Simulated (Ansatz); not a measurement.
## A computed series for ZnS: response to strain

Base system: ZnS in the zinc blende structure (space group F-43m, No. 216; a = 5.2968 Å).

Strains are applied to the cell and any free atomic positions relax.

Method: LDA/PAW in Ansatz (a quantum-chemistry and plane-wave program), no spin-orbit coupling.

Candidates:
(a) isotropic strain −2.50 %
(b) isotropic strain +2.50 %
(c) isotropic strain +1.00 %
(d) isotropic strain +1.50 %

Notes on the quantities. energy relative to the base: free energy F.

Task: Order them by energy relative to the base, highest first.

Result: (a) isotropic strain −2.50 % (+31 meV/atom), (b) isotropic strain +2.50 % (+26 meV/atom), (d) isotropic strain +1.50 % (+9.7 meV/atom), (c) isotropic strain +1.00 % (+4.4 meV/atom)

Stability against distortions was not tested.
